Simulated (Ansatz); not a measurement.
Start from BeSe in the zinc blende structure (space group F-43m, No. 216; a = 5.129 Å). Axes: x, y, z lie along the cube axes.

Computed with PBEsol/PAW in Ansatz (a quantum-chemistry and plane-wave program), no spin-orbit coupling.

For the base:

Shortest interatomic distance: 2.221 Å
Valence-band top at Γ: 0.00, 0.00, 0.00 eV
Band gap: 2.47 eV

Now apply this change: the cell is stretched by 2.50 % along z with no lateral relaxation, atoms relaxed at fixed cell.

What does the calculation give for the shortest interatomic distance after the change?

The shortest interatomic distance rises by 0.019 Å (2.221 Å → 2.240 Å).

Estimate the effect on the stress.

The stress (xx, yy, zz, yz, xz, xy; compression positive) amounts to (-1.22, -1.22, -3.19, 0.00, 0.00, 0.00) GPa.

What happens to the valence-band top at Γ?

The valence-band top at Γ (three highest levels, from the VBM) becomes 0.00, 0.00, -0.14 eV (base: 0.00, 0.00, 0.00 eV).

What does the calculation give for the energy relative to the base after the change?

The energy grows by 4.2 meV/atom.

How does this affect the band gap?

The band gap shrinks by 0.05 eV, from 2.47 eV to 2.42 eV.

The cells carry an imposed strain or load. Whether these cells are dynamically stable was not tested.
